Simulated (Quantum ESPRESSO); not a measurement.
**How far to go with the plane-wave cutoff: CoAl (P4mm, 2 atoms in the cell)**

```
CoAl
1.0
    2.85142     0.00000     0.00000
    0.00000     2.85142     0.00000
    0.00000     0.00000     2.85142
Al Co
1 1
Direct
  0.50000   0.50000   0.51753
  0.00000   0.00000   0.00000
```

Level of theory: PBEsol, SSSP 1.1.2 efficiency (PBE) pseudopotentials (plane waves; Quantum ESPRESSO).

Base settings: ecutwfc = 50 Ry; ecutrho = 400 Ry; occupations = smearing; smearing = gauss; degauss = 0.0073499 Ry; input_dft = pbesol; potentials = {Al: Al.pbe-n-kjpaw_psl.1.0.0.UPF, Co: Co_pbe_v1.2.uspp.F.UPF}; K_POINTS = automatic 4 4 4 0 0 0; conv_thr = 1e-10 Ry; mixing_beta = 0.4.

Moved along: ecutrho.

The second cell is the first with its lattice scaled by 0.98.

The mesh stays at the base's, so the ladder's end is converged at best in this setting alone.

Only quantities that move along the ladder and can be compared are tabulated.

The count of work is k-points × plane waves × bands × iterations; it is no time. 

The starting cell has typed, rounded lattice constants, without a prior relaxation at this level. Its lattice was rescaled by up to half a per cent. One atom was moved a little off its site on purpose. Spin polarisation is off. In the base run, with a pressure of about -4 GPa the cell is away from its equilibrium volume at this level. Without a gap this mesh is coarse (it stands for a supercell whose shortest vector is 11 Å).

```tsv
ecutwfc	free energy less the last step's (meV/atom)	energy of the compressed cell less the first (meV/atom)	pressure (GPa)	largest difference of a force vector from the last step's (eV/Å)	count of work / last
17.5 Ry	27544.92	-800.70	-1443.30	0.008	0.082
20 Ry	11667.82	226.76	-727.73	0.028	0.075
22 Ry	6291.54	-83.53	-440.84	0.010	0.096
25 Ry	2041.03	46.97	-177.24	0.014	0.10
28 Ry	646.77	29.00	-71.51	0.009	0.11
30 Ry	287.06	12.35	-37.96	0.005	0.11
35 Ry	34.42	7.34	-7.58	0.001	0.15
40 Ry	18.37	7.94	-3.81	0.000	0.18
45 Ry	16.42	7.91	-4.17	0.000	0.24
50 Ry	11.71	7.95	-4.15	0.000	0.26
55 Ry	9.42	7.90	-3.91	0.000	0.30
60 Ry	8.98	7.91	-3.85	0.000	0.34
68 Ry	7.32	7.95	-4.04	0.000	0.39
75 Ry	4.49	7.94	-4.05	0.000	0.45
88 Ry	2.26	7.90	-3.85	0.000	0.60
100 Ry	1.80	7.87	-3.92	0.000	0.69
120 Ry	0.00	7.88	-3.85	0.000	1.0
```

Coarsest ecutwfc that holds the energy of the compressed cell less the first within 0.5 meV/atom of the last step, with all finer ones: 40 Ry, at 0.18 of the last step's count of work; the step before is off by 0.54 meV/atom.

Coarsest ecutwfc that holds the pressure within 0.5 GPa of the last step, with all finer ones: 40 Ry, at 0.18 of the last step's count of work; the step before is off by 3.7 GPa.

Coarsest ecutwfc that holds the forces within 0.02 eV/Å of the last step, with all finer ones: 22 Ry, at 0.096 of the last step's count of work; the step before is off by 0.028 eV/Å.

Two neighbours can agree and both be off: 55 Ry and 60 Ry differ by 0.43 meV/atom in the free energy, yet lie about 9.0 meV/atom from the last step.

At the lowest cutoff the pressure lies 1440 GPa under the last step's, the usual sign of Pulay stress in an incomplete plane-wave basis.
